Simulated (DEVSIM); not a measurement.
## abrupt Si p-n junction

Structure: abrupt Si p-n junction, at 300 K.

```csv
layer (left to right),material,thickness (μm),Nd (cm⁻³),Na (cm⁻³),τn (s),τp (s)
1,Si,39.0,-,6.4e15,1.5e-5,1.5e-5
2,Si,160,7.5e15,-,1.5e-5,1.5e-5
```

Left contact: ohmic. Right contact: ohmic. Voltage is applied to the left contact. Recombination: SRH at mid-gap, radiative, Auger. Mobility is μmin + (μ − μmin)/(1 + (N/Nref)^α).

Constants are typed, rounded textbook-type inputs, not results; the design itself was drawn at random and stands for no fabricated device. Values at 300 K.

| parameter | Si |
|---|---|
| gap (eV) | 1.124 |
| affinity (eV) | 4.05 |
| permittivity | 11.7 |
| Nc (cm⁻³) | 2.86e19 |
| Nv (cm⁻³) | 3.1e19 |
| μn (cm²/Vs) | 1417 |
| μp (cm²/Vs) | 470 |
| μn,min | 52 |
| μp,min | 45 |
| Nref,n | 9.7e16 |
| Nref,p | 2.2e17 |
| αn | 0.68 |
| αp | 0.72 |
| B (cm³/s) | 4.7e-15 |
| Cn (cm⁶/s) | 2.8e-31 |
| Cp (cm⁶/s) | 9.9e-32 |

DEVSIM, 1D drift-diffusion, Boltzmann statistics, complete ionisation; no tunnelling, impact ionisation, image-force lowering or self-heating.

The potential step across the device at zero bias is 0.691 V and the largest field in the device at zero bias is 26000 V/cm. The dark forward voltage at 1 A/cm² is 0.642 V. The dark forward voltage at 100 A/cm² is 1.153 V.

Dark forward current:

```csv
V (V),J (A/cm²)
0.05,5.3e-10
0.15,1.3e-8
0.30,3.0e-6
0.40,0.00014
0.55,0.045
0.65,1.3
0.75,7.5
0.90,29
1.00,52
1.10,81
1.25,140
1.35,190
1.50,270
1.60,330
```

Small-signal capacitance in reverse bias (quasi-static):

| V (V) | C (nF/cm²) |
|---|---|
| -0.1 | 19.7 |
| -0.25 | 17.9 |
| -0.5 | 15.9 |
| -0.75 | 14.4 |
| -1 | 13.2 |
| -1.5 | 11.6 |
| -2 | 10.4 |
| -2.5 | 9.55 |
| -3.25 | 8.58 |
| -4 | 7.86 |
| -5 | 7.13 |
